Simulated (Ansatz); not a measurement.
Functionals compared on the (111) surface of alpha tin in its 1x1 cell, outermost plane spacing 0.96 Å in the ideal cut, in Ansatz (plane waves, PAW). The structure was relaxed with PBE; the other rows are single points on it, each with its references at the same level. Cutoff 420 eV (500 eV for r2SCAN).

Set-up: 8 atoms, 12.5 Å thick at the start; mesh 9x9x1; 0.1 eV smearing; dipole correction on; all atoms relaxed; start symmetry kept, larger cells not searched; no spin, no spin-orbit, no U. These notes are the PBE run's.

```csv
functional,surface energy (J/m²),work function of the top face (eV),rough cost of the single point
PBE,0.64,4.33,–
LDA,0.77,4.58,around 60 core-seconds (rough)
PBEsol,(withheld),(withheld),about 70 core-seconds (a rough figure)
RPBE,0.57,4.24,very roughly 60 core-seconds
r2SCAN,0.78,4.51,roughly 120 core-seconds
```

Q: Some entries are withheld; supply them.

A: 
- PBEsol, surface energy (J/m²): 0.72
- PBEsol, work function of the top face (eV): 4.40

Ansatz is a quantum-chemistry and plane-wave program.
